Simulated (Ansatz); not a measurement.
An Ansatz (a first-principles code) input (PBE/PAW in Ansatz, no spin-orbit coupling):

Ansatz 0.2 input:
```yaml
crystal:
  lattice:
    - [-1.5681766806, 1.5681766806, 3.8388545248]
    - [1.5681766806, -1.5681766806, 3.8388545248]
    - [1.5681766806, 1.5681766806, -3.8388545248]
  atoms:
    - { symbol: Si, position: [0.6649238322, 0.6649238322, 0] }
    - { symbol: Si, position: [0.3350761678, 0.3350761678, 0] }
    - { symbol: Mo, position: [0, 0, 0] }
basis: { ecutwfc: 420, ecutrho_ratio: 4, xc_grid: 2, fft_grid_basis: typed }
kpoints: { mp_grid: { grid: [25, 25, 25] } }
hamiltonian:
  xc: pbe
  dispersion: none
  pseudopotentials: { kind: paw }
scf: { occupations: { method: fermi_dirac, width: 0.1 }, convergence: { dr2_threshold: 0.0000000003 } }
relax: { f_tol: 0.005, max_steps: 50 }
output: { forces: true, stress: true }
checkpoint: { write: state.ck, write_every: 1000 }
```

Q: Which symmetry and how many k-points will the program report, and about how many plane waves at Γ?

A: Space group I4/mmm (ITA 139) with 16 operations, k-points 1183 of 15625, and 761 plane waves at Γ.

Q: And the final pressure?

A: 18.45 GPa (compression positive).

The cells carry an imposed strain or load. Stability against distortions was not tested. The final runs are not spin-polarised. The cell was made from MoSi$_{2}$ (space group I4/mmm, No. 139) by this change: isotropic strain −2.50 %.
